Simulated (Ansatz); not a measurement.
```
CELL_PARAMETERS angstrom
     -2.92643     2.97099     5.65597
      2.92643    -2.97099     5.65597
      2.92643     2.97099    -5.65597
ATOMIC_POSITIONS crystal
  Cd 0.99925 0.99925 0.00000
  Cd 0.75075 0.25075 0.50000
  Ge 0.50041 0.50041 0.00000
  Ge 0.24959 0.74959 0.50000
  As 0.87500 0.85106 0.47606
  As 0.15089 0.62500 0.02589
  As 0.37500 0.39894 0.52394
  As 0.59911 0.12500 0.97411
```

No spin polarisation.

The values are results of PBEsol/PAW in Ansatz (a first-principles code), without spin-orbit coupling, not measurements. Settings: 8×8×8 k-points, 0.05 eV Fermi–Dirac smearing.

### Question
Predict the pressure (mean of the normal stresses, compression positive).

### Answer
0.96 GPa.

### Question
What is the computed space group?

### Answer
I2_12_12_1 (No. 24).

The cells carry an imposed strain or load. Stability against distortions was not tested. The cell was made from CdGeAs₂ in the chalcopyrite structure (space group I-42d, No. 122) by this change: uniaxial strain ε_xx = −1.50 %.
